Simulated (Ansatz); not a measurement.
Response to strain in C

Base system: C in the diamond structure (space group Fd-3m, No. 227; a = 3.554 Å). Axes: x, y, z lie along the cube axes.

Strains are applied to the cell and any free atomic positions relax.

Calculations: PBEsol, PAW, 420 eV (Ansatz, a program for electronic structure; no spin-orbit coupling).

Candidates:
(a) uniaxial strain ε_zz = −2.50 %
(b) uniaxial strain ε_zz = −3.00 %
(c) uniaxial strain ε_zz = +1.00 %
(d) uniaxial strain ε_zz = +0.50 %
(e) uniaxial strain ε_zz = −2.00 %

For the base:

The band gap is 4.03 eV.

Q: Order them by band gap, lowest first.

A: (b) uniaxial strain ε_zz = −3.00 % (3.30 eV), (a) uniaxial strain ε_zz = −2.50 % (3.43 eV), (e) uniaxial strain ε_zz = −2.00 % (3.55 eV), (c) uniaxial strain ε_zz = +1.00 % (3.88 eV), (d) uniaxial strain ε_zz = +0.50 % (3.96 eV)

Semilocal Kohn–Sham gaps tend to fall short of experiment. Stability against distortions was not tested.
